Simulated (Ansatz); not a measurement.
Here is the system:

```xyz
12
Lattice="-2.5139 2.5544 5.7155 2.5412 -2.4997 5.7035 2.5275 2.5133 -5.6915" Properties=species:S:1:pos:R:3 pbc="T T T"
Bi     0.0157     2.5461     2.8653
Bi    -0.0021     0.0014     0.0015
V      2.5367     0.0245     2.8575
V      0.0182     0.0232     5.7128
O      3.2600    -1.2299     3.7739
O      1.8303     1.2887     3.7793
O      1.2794     0.7529     6.6235
O      1.2798     1.8216     0.9332
O     -0.7052     1.2776     4.7964
O      3.2521     1.2723    -0.9005
O      1.2755    -0.7052     1.9468
O      3.8025     0.7394     1.9457
```

No spin polarisation.

Calculations: Ansatz (a program for electronic structure) r2SCAN, spin-orbit coupling left out. k-mesh 7×7×7 (Γ-centred); smearing 0.05 eV (Fermi–Dirac).

### Question
What space group does the calculation give?

### Answer
P-1 (No. 2).

### Question
What stress (xx, yy, zz, yz, xz, xy; compression positive) does the calculation give?

### Answer
(5.96, 5.70, 5.93, -0.51, -0.26, -0.41) GPa.

The cells carry an imposed strain or load. Whether these cells are dynamically stable was not tested. All final runs are without spin polarisation. The cell was made from VBiO$_{4}$ (space group I4_1/a, No. 88) by this change: strain tensor (xx, yy, zz, yz, xz, xy) = (−1.03, −1.05, −1.74, +0.47, +0.24, +0.27) %.
